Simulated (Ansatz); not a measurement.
Start from MoS$_{2}$ in the 2H-MoS2 type structure (space group P6_3/mmc, No. 194; a = 3.173 Å, c = 12.437 Å; layered, stacked along the Cartesian z axis).

Method: r2SCAN+rVV10/PAW in Ansatz (a first-principles code), scalar-relativistic without spin-orbit coupling.

For the base:

* **Band gap**: 1.01 eV
* **Width of the top valence band**: 1.68 eV
* **Lattice parameter a**: 3.173 Å
* **Smallest direct gap**: 1.74 eV

Now apply this change: cell and atoms relaxed at a pressure of 15 GPa.

Problem. Predict the new band gap.

Solution. The band gap decreases by 0.665 eV (1.01 eV → 0.35 eV).

Problem. How does this affect the width of the top valence band?

Solution. The width of the top valence band goes up by 0.49 eV, from 1.68 eV to 2.17 eV.

Problem. What does the calculation give for the lattice parameter a after the change?

Solution. The lattice parameter a falls by 0.102 Å, from 3.173 Å to 3.071 Å.

Problem. What does the calculation give for the smallest direct gap after the change?

Solution. The smallest direct gap increases by 0.17 eV to 1.91 eV.

Load acts through the strain it causes; cell and atoms are relaxed under it. Stability against distortions was not tested. No other phases were tried under pressure.
